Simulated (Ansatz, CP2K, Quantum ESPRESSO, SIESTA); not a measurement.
# Ta₂InC (P1, 8 atoms in the cell) computed with different codes at matched settings

Self-consistent single point, at a second geometry (atoms moved at random). First geometry:

```xyz
8
Lattice="3.1675 0.0000 0.0000 -1.5838 2.7431 0.0000 0.0000 0.0000 14.5335" Properties=species:S:1:pos:R:3 pbc="T T T"
Ta     1.5838     0.9144     8.4726
Ta     0.0000     1.8288     6.0609
Ta     0.0000     1.8288     1.2058
Ta     1.5838     0.9144    13.3276
In     1.5838     0.9144     3.6334
In     0.0000     1.8288    10.9001
C      0.0000     0.0000     7.2667
C      0.0000     0.0000     0.0000
```

Second geometry:
```xyz
8
Lattice="3.1675 0.0000 0.0000 -1.5838 2.7431 0.0000 0.0000 0.0000 14.5335" Properties=species:S:1:pos:R:3 pbc="T T T"
Ta     1.6095     0.8966     8.4971
Ta    -0.0107     1.8469     6.0610
Ta     0.0285     1.8523     1.1491
Ta     1.6139     0.9149    13.3634
In     1.5699     0.9161     3.5578
In     0.0036     1.7881    10.9655
C     -0.0453     0.0214     7.2489
C     -0.0181    -0.0068     0.0244
```

Shared settings, as Ansatz (an electronic-structure program) writes them: kpoints.mp_grid.grid = 7 7 2; scf.occupations.method = gaussian; scf.occupations.width = 0.1 eV. Potentials and cutoffs stand in the table.

```csv
code,model,ΔF from the first geometry (meV/atom),pressure (GPa),largest force (eV/Å),cutoff
Ansatz,"LDA (PW92), PAW files made with PBE",11.4,-9.18,1.144,420 eV
CP2K,"LDA (Pade form), GPW, DZVP-MOLOPT-SR-GTH basis, GTH-PADE potentials (GTH_POTENTIALS)",0.6,-21.14,1.799,grid 500 Ry
SIESTA,"LDA PW92, numerical atomic orbitals TZP, PseudoDojo LDA standard norm-conserving potentials (rewritten from UPF to PSML)",11.9,-10.39,1.178,grid 300 Ry
Quantum ESPRESSO,"LDA (PZ), GBRV 1.5 ultrasoft (LDA) pseudopotentials",11.7,-10.67,1.154,40 Ry
```

Size of the force on each atom (eV/Å): Sizes of forces hide their directions.

```
code                Ta1    Ta2    Ta3    Ta4    In5    In6     C7     C8
----------------  -----  -----  -----  -----  -----  -----  -----  -----
Ansatz            1.128  0.558  0.773  0.477  0.429  0.344  1.035  1.144
CP2K              1.799  1.346  0.960  1.287  0.508  0.399  0.830  0.921
SIESTA            1.158  0.584  0.821  0.479  0.413  0.336  1.062  1.178
Quantum ESPRESSO  1.117  0.542  0.794  0.476  0.428  0.343  1.046  1.154
```

On Ansatz's run: spin-orbit coupling is off. Spin polarisation is off.

The spread over the programs that give each value: ΔF from the first geometry within 11.3 meV/atom; pressure within 11.96 GPa; largest force within 0.655 eV/Å.

CP2K and SIESTA use small atom-centred bases, whose incompleteness enters pressures, forces and empty levels differently from a plane-wave cutoff. Ansatz's pressure is given at a fixed set of plane waves, as the other plane-wave codes print theirs; with its correction for the finite basis it is -9.09 GPa. The same LDA comes in different parametrisations, which differ slightly. In the pressure, CP2K (by 11.22) lies more than 1 GPa from the median of the plane-wave programs. In the force vectors, CP2K (by 1.228) lies more than 0.08 eV/Å from the median of the plane-wave programs.

The starting cell comes from a database of computed structures (which also holds hypothetical and non-ambient phases and stackings), without a prior relaxation at this level. For this run, on top of that: atoms moved at random.

Keys are those of Ansatz 0.2.
